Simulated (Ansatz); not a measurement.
**Hypothetical rutile WSe2, response to strain**

Start from WSe2 in the rutile structure (space group P4_2/mnm, No. 136; a = 6.151 Å, c = 3.311 Å; a hypothetical phase, not in the database extracts checked). Axes: x, y, z lie along a, b, c of the conventional cell.

Strains are applied to the cell and any free atomic positions relax; under biaxial strain the out-of-plane vector relaxes too.

The values are results of PBEsol (Ansatz, an electronic-structure program; PAW; 420 eV plane waves; scalar-relativistic without spin-orbit coupling), not measurements.

Notes on the quantities. pressure: mean of the normal stresses, compression positive.

| variant | pressure | shortest interatomic distance |
|---|---|---|
| base | 0.0 GPa | 2.476 Å |
| biaxial strain +0.82 %, plane normal [001], relaxed out of plane | -1.3 GPa | 2.490 Å |
| isotropic strain −1.34 % | 5.7 GPa | 2.433 Å |
| uniaxial strain ε_zz = +0.40 % | -0.4 GPa | 2.479 Å |

Without a gap, meshes like the base's 8×8×14 leave anisotropic stresses uncertain by several tenths of a GPa, and small strain energies with them. No phonon test of stability was made. All final runs are without spin polarisation. WSe2 has a high density of states at the Fermi level and may be magnetic at this level.
